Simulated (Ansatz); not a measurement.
Bond-angle distributions (per cent of the angles at each element, bins of 10°) of a relaxed model of amorphous Ge$_{19}$Se$_{38}$Ag at 4.72 g/cm³. The numbers are results of PBE-D3(BJ), scalar-relativistic without spin-orbit coupling, PAW (Ansatz default set, large-core Se) (plane waves to 420 eV; Ansatz, an electronic-structure program), not measurements.

Preparation: random packing, a CHGNet melt and quench, and a DFT relaxation. The hot cell started wider than the set density and was brought back towards it in steps. It is the lowest in DFT energy of 3 quenches. It is a model cell: composition and starting density were chosen by hand, and all elements were melted together. The geometry includes D3(BJ) dispersion. Its density started from a set value of 4.31 and ended at 4.72 g/cm³. The simulated quench (nominally 60 K/ps over its main leg) is rapid and tends to freeze in more defects than a deposited or slowly cooled glass has. Values belong to this one cell and scatter from quench to quench. Volume and shape were free in the relaxation.

Cut-offs for bonds: Ge-Ge 2.85 Å, Ge-Se 2.86 Å, Ge-Ag 3.18 Å, Se-Se 2.76 Å, Se-Ag 3.18 Å, Ag-Ag 3.48 Å.

| angle (°) | at Ge | at Se |
|---|---|---|
| 50-60 | 0 | 2 |
| 60-70 | 2 | 2 |
| 70-80 | 3 | 2 |
| 80-90 | 6 | 30 |
| 90-100 | 19 | 35 |
| 100-110 | 34 | 14 |
| 110-120 | 22 | 7 |
| 120-130 | 12 | 4 |
| 130-140 | 0 | 4 |
| 140-150 | 1 | 2 |
| 150-160 | 0 | 0 |
| 160-170 | 0 | 0 |
| 170-180 | 0 | 0 |

They go with these counts of neighbours within the cut-offs, cation contacts included: Ge mean 3.7, most often 4; Se mean 2.2, most often 2.
